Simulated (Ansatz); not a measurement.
**Effect of 1 layer on InSe**

Base system: InSe in the beta-GaS type structure (space group P6_3/mmc, No. 194; a = 4.017 Å, c = 16.933 Å; layered, stacked along the Cartesian z axis).

One thing is altered: a free-standing slab of 1 layer (4 atoms, 4 a layer) is cut normal to the stacking axis, with 15 Å of vacuum and the in-plane cell relaxed.

The values are results of r2SCAN+rVV10, PAW, 500 eV (Ansatz, a quantum-chemistry and plane-wave program; without spin-orbit coupling), not measurements. k-mesh 10×10×1 (Γ-centred); smearing 0.05 eV (Fermi–Dirac), for the changed cell.

| quantity | base | changed | shift |
|---|---|---|---|
| layer's space group (with vacuum) | – | P-6m2 (No. 187) | – |
| shortest interatomic distance | 2.643 Å | 2.642 Å | -0.0017 Å |
| band gap | 0.85 eV | 2.07 eV | +1.212 eV |
| gap character | – | indirect, k = (0.100, 0.200, 0) in the run's primitive reciprocal basis → Γ | – |
| electron mass (in plane) | – | 0.19 mₑ (at Γ) | – |
| excess energy per area of both faces (slab less bulk energy over the cell's area: twice a surface energy) | – | 0.24 J/m² | – |
| thickness between the outermost nuclei | – | 5.34 Å | – |
| in-plane lattice parameter a | 4.017 Å | 4.007 Å | -0.010 Å |

Final structure:

```
CELL_PARAMETERS angstrom
      4.00688     0.00000     0.00000
      2.00344     3.47006     0.00000
      0.00000     0.00000    20.32328
ATOMIC_POSITIONS crystal
  Se 0.66667 0.66667 0.36874
  In 0.33333 0.33333 0.43150
  In 0.33333 0.33333 0.56850
  Se 0.66667 0.66667 0.63126
```

The excess energy carries the mismatch between the slab's and the bulk's meshes. Masses are band curvatures over ±0.01 Å⁻¹ around the edge. No phonon test of stability was made. Labels are those of the standard path for the cell's own space group.
